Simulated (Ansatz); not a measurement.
The starting structures come from a database of crystals and need not be the phases stable at ambient conditions.

The decay constant κ of evanescent states in the gap governs leakage through a thin film.

Given:

```
CELL_PARAMETERS angstrom
      8.21653     0.06811     0.00000
      0.74367     8.18309     0.00000
      3.73643    -4.05749     5.51581
ATOMIC_POSITIONS crystal
  Rb 0.82069 0.17931 0.85862
  Rb 0.17931 0.82069 0.14138
  Rb 0.32069 0.67931 0.50000
  Rb 0.67931 0.32069 0.50000
  Rb 0.75000 0.75000 0.00000
  Rb 0.25000 0.25000 0.00000
  Mg 0.75000 0.75000 0.50000
  Mg 0.25000 0.25000 0.50000
  H  0.52527 0.79016 0.76489
  H  0.47473 0.20984 0.23511
  H  0.02527 0.29016 0.50000
  H  0.97473 0.70984 0.50000
  H  0.79016 0.52527 0.23511
  H  0.20984 0.47473 0.76489
  H  0.29016 0.02527 0.50000
  H  0.70984 0.97473 0.50000
  H  0.50000 0.50000 0.00000
  H  0.00000 0.00000 0.00000
```

Space group of this cell: I4/mcm. The cell was relaxed by PBE-D3(BJ).

Transport runs along the normal of the first two printed cell vectors, the (110) plane of the conventional cell.

The gap is the functional's own. No spin-orbit coupling. Mid-gap values are interpolated on the energy grid.

**Question.** Estimate the band gap and the smallest decay constant κ at mid-gap that r2SCAN in Ansatz (an electronic-structure program) returns for this system.

**Answer.** Gap 3.43 eV on a 6×6×6 mesh; κ = 0.412 1/Å, at the zone centre.
